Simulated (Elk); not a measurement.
Band structure of LaPb₃ (Pm-3m, 4 atoms in the cell).

```
LaPb3
1.0
    4.92952     0.00000     0.00000
    0.00000     4.92952     0.00000
    0.00000     0.00000     4.92952
La Pb
1 3
Direct
  0.00000   0.00000   0.00000
  0.00000   0.50000   0.50000
  0.50000   0.00000   0.50000
  0.50000   0.50000   0.00000
```

Method: LDA (PW92), all-electron FP-LAPW, Elk's shipped species files, LAPW+lo basis run with Elk.

Settings: xctype = 3; rgkmax = 7.5; stype = 0; swidth = 0.00499791 Ha; ngridk = 7 7 7; gmaxvr = 14 1/bohr; nxoapwlo = 1.

The starting cell comes from a database of computed structures (which also holds hypothetical and non-ambient phases and stackings), without a prior relaxation at this level. Its lattice was rescaled by a random factor within 2.5 % of one. Spin-orbit coupling is off. Values depend on the basis (sphere radii, cutoffs, local orbitals), which need not be converged.

Levels in eV from the Fermi level, bands 23 to 30:
```csv
point,23,24,25,26,27,28,29,30
Γ,-2.33,-2.33,-2.33,0.79,0.79,0.79,1.52,1.52
X,-2.34,-2.34,-1.68,-0.31,0.10,0.10,0.84,1.75
M,-3.88,-1.28,-1.28,-1.07,0.25,0.32,0.32,1.69
R,-4.27,-2.53,-2.53,-2.53,1.59,1.59,1.59,1.70
```

Bands cross the Fermi level along this path, so the cell is metallic at this level.
